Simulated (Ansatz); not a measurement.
# Si on the O site in alpha quartz

The numbers are results of PBE, PAW (plane waves to 420 eV; Ansatz, an electronic-structure program), not measurements. A supercell of 243 sites (3×3×3 repeats of a cell of 9 atoms) was used; the energies come from a Γ-point sampling of its zone. Site at the start: the O site. Energies of charged states are corrected for periodic images (point charge plus alignment at distant sites). Dielectric constants: PBE linear response of the host. Host gap at this level: 5.68 eV. A cell of this size leaves errors of a few tenths of an eV. The semilocal functional narrows the gap, so deep levels can fall outside it. Spin–orbit coupling is left out. Each state is the lowest found from its start.

Formation energies E_f are given with the Fermi level at the valence-band maximum. Chemical conditions: O-rich (Δμ(O) = 0.00 eV, Δμ(Si) = -8.33 eV; only phases computed here count, gases as isolated molecules at 0 K); Si-rich (Δμ(O) = -4.16 eV, Δμ(Si) = 0.00 eV; only phases computed here count, gases as isolated molecules at 0 K). Reference phases: O: O2 molecule in a box, Si: silicon.

In at least one state atoms left their starting sites on relaxation (a large move, or an atom on the emptied site), so the name describes the start.

Charges with a result: +3, +2, +1. Others weren't obtained, and one of them could lie lower, also by skipping a charge.

```json
[
 {"charge": "+3", "moment (μB)": "1.0", "point group": "C1", "largest move off a lattice site (Å)": "1.57", "image correction with alignment (eV)": "2.47", "E_f, O-rich (eV)": "12.09", "E_f, Si-rich (eV)": "-0.40"},
 {"charge": "+2", "moment (μB)": "not spin-polarised", "point group": "C1", "largest move off a lattice site (Å)": "1.61", "image correction with alignment (eV)": "1.10", "E_f, O-rich (eV)": "12.97", "E_f, Si-rich (eV)": "0.48"},
 {"charge": "+1", "moment (μB)": "1.0", "point group": "C1", "largest move off a lattice site (Å)": "0.97", "image correction with alignment (eV)": "0.32", "E_f, O-rich (eV)": "14.17", "E_f, Si-rich (eV)": "1.68"}
]
```

Point groups are those of the whole cell at tolerances of 0.03 and 0.1 Å ("near" where only the looser one holds); none is given for unsettled states.

Transition levels above the valence-band maximum: ε(+3/+2) = 0.88 eV; ε(+2/+1) = 1.20 eV. On the lower envelope of the bound states, inside the gap: (+3/+2) at 0.88 eV; (+2/+1) at 1.20 eV.

Flagged in the runs: a host whose relaxation on this sampling wasn't shown to rest, a strain field that reaches the edge of the cell, zone-centre sampling.

All states together cost around 5 core-hours (rough).
